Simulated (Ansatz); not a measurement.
An Ansatz (a program for electronic structure) run: Al2O3 with a change (pressure 9 GPa); PBE (Ansatz; PAW; 420 eV plane waves; no SOC).

Input:

Ansatz 0.2 input:
```yaml
crystal:
  lattice:
    - [2.3899056296, 1.3798126585, 4.3453258342]
    - [-2.3899056296, 1.3798126585, 4.3453258342]
    - [0, -2.7596253171, 4.3453258342]
  atoms:
    - { symbol: Al, position: [0.6478840388, 0.6478840388, 0.6478840388] }
    - { symbol: Al, position: [0.1478840388, 0.1478840388, 0.1478840388] }
    - { symbol: Al, position: [0.3521159612, 0.3521159612, 0.3521159612] }
    - { symbol: Al, position: [0.8521159612, 0.8521159612, 0.8521159612] }
    - { symbol: O, position: [0.75, 0.4436519257, 0.0563480743] }
    - { symbol: O, position: [0.0563480743, 0.75, 0.4436519257] }
    - { symbol: O, position: [0.25, 0.5563480743, 0.9436519257] }
    - { symbol: O, position: [0.5563480743, 0.9436519257, 0.25] }
    - { symbol: O, position: [0.9436519257, 0.25, 0.5563480743] }
    - { symbol: O, position: [0.4436519257, 0.0563480743, 0.75] }
basis: { ecutwfc: 420, ecutrho_ratio: 4, xc_grid: 2, fft_grid_basis: typed }
kpoints: { mp_grid: { grid: [8, 8, 8] } }
hamiltonian:
  xc: pbe
  dispersion: none
  pseudopotentials: { kind: paw }
scf: { occupations: { method: fermi_dirac, width: 0.05 } }
relax: { f_tol: 0.01, max_steps: 60, cell: { stress_tol: 0.02, p_target: 9.0 } }
output: { forces: true, stress: true }
checkpoint: { write: state.ck, write_every: 1000 }
```

Output (explanatory and most iteration lines left out):

```
Relaxation: its limit of steps is 60 (relax.max_steps)
Pseudopotential: Al, paw, valence charge 3
Pseudopotential: O, paw, valence charge 6
Crystal: 10 atoms, lattice volume = 85.975 Å³
Basis set: ecut = 420 eV, 1665 PW (Γ), exchange–correlation on 72×72×72 points (8 copies of the dense FFT grid, shifted against one another)
Bands: 34, of which v1, the nominal top of the filled ones, is band 24 counted from 1 (23 counted from 0)
Symmetry: 12 space group operations
Space group: R-3c (ITA 167), of the structure as read, at distance tolerance 4.4e-5 Å
k-points: 65 of 512
Functional: x = pbe(κ = 0.804, μ = 0.2195149727645171), c = pbe(β = 0.06672455060314922)
SCF iter   1: F=—  HF=-5569.584288 eV  |F-HF|=—  |Δ(HF+E_count)|=         —  Δρ=1.69e-3  dr2=1.23e-3  ethr=1.77e-3  ⟨swp⟩=7.5  Hψ=11697  notcnv=0  defer=40
SCF iter   2: F=—  HF=-5569.585565 eV  |F-HF|=—  |Δ(HF+E_count)|=   1.28e-3  Δρ=8.70e-4  dr2=2.65e-4  ethr=2.56e-6  ⟨swp⟩=2.0  Hψ=4288  notcnv=0  defer=124
SCF 1 converged in 6 iterations: F = -5569.586242 eV  dr2 = 2.79e-9
relax step   1: F+E_penalty+E_count = -5569.58624175 eV  Δ(F+E_penalty+E_count) = +0.000e0 eV  max|allowed force component| = 6.415e-5 eV/Å  Δτ_max = 0.0000 Å  P = +4.496 GPa  Ω = 85.975 Å³  (6 SCF iters, dr2 threshold 1.00e-7 eV, accepted)
[... steps on the carried basis left out ...]
relax step   8: F+E_penalty+E_count = -5569.52375778 eV  Δ(F+E_penalty+E_count) = +3.151e-4 eV  max|allowed force component| = 1.727e-4 eV/Å  Δτ_max = 0.0000 Å  P = +8.994 GPa  Ω = 84.481 Å³  stress off target by 6.94e-3 GPa  SCF on the basis re-selected at this cell (its energy is not comparable with the rows above)  (5 SCF iters)
SCF converged after 5 iterations
Free energy (F): -5569.523758 eV
Internal energy: -5569.523758 eV  (E = F + TS)
E sigma→0 (E₀):  -5569.523758 eV
Fermi energy:    11.063355 eV
--- Forces (eV/Å), atoms counted from 1 ---
  atom   1  Al     0.00000000    -0.00000000     0.00017271
  atom   2  Al    -0.00000000    -0.00000000     0.00017271
  atom   3  Al    -0.00000000     0.00000000    -0.00017271
  atom   4  Al     0.00000000     0.00000000    -0.00017271
  atom   5  O     -0.00006659     0.00011533     0.00000000
  atom   6  O     -0.00006659    -0.00011533    -0.00000000
  atom   7  O      0.00006659    -0.00011533    -0.00000000
  atom   8  O     -0.00013317     0.00000000     0.00000000
  atom   9  O      0.00006659     0.00011533     0.00000000
  atom  10  O      0.00013317     0.00000000    -0.00000000
--- Stress (GPa, compression-positive) ---
        8.994650       0.000000       0.000000
        0.000000       8.994650       0.000000
        0.000000       0.000000       8.993055
  P = ⅓ Tr σ = 8.9941 GPa (89.941 kbar)
--- Relaxed structure (6 steps of the walk, 6 accepted, 2 SCFs on fresh bases) ---
  cell:  # Å, volume = 84.4812 Å³
    - [2.376478528870726, 1.3720605183503167, 4.3181899146314295]
    - [-2.376478528870726, 1.3720605183503167, 4.3181899146314295]
    - [4.014118846537818e-35, -2.7441210367503213, 4.318189914615642]
  atoms:
    - { symbol: Al, position: [0.6479160506905773, 0.6479160506905773, 0.6479160506905773] }
    - { symbol: Al, position: [0.1479160506905774, 0.1479160506905774, 0.1479160506905774] }
    - { symbol: Al, position: [0.35208394930942255, 0.35208394930942255, 0.35208394930942255] }
    - { symbol: Al, position: [0.8520839493094227, 0.8520839493094227, 0.8520839493094226] }
    - { symbol: O, position: [0.75, 0.4434886910527146, 0.0565113089472854] }
    - { symbol: O, position: [0.056511308947285455, 0.75, 0.4434886910527146] }
    - { symbol: O, position: [0.2499999999999999, 0.5565113089472854, 0.9434886910527147] }
    - { symbol: O, position: [0.5565113089472856, 0.9434886910527148, 0.25] }
    - { symbol: O, position: [0.9434886910527146, 0.25, 0.5565113089472854] }
    - { symbol: O, position: [0.44348869105271455, 0.0565113089472854, 0.75] }
```

Load acts through the strain it causes; cell and atoms are relaxed under it. Whether these cells are dynamically stable was not tested. No other phases were tried under pressure. The cell was made from Al2O3 in the corundum structure (space group R-3c, No. 167) by this change: pressure 9 GPa.
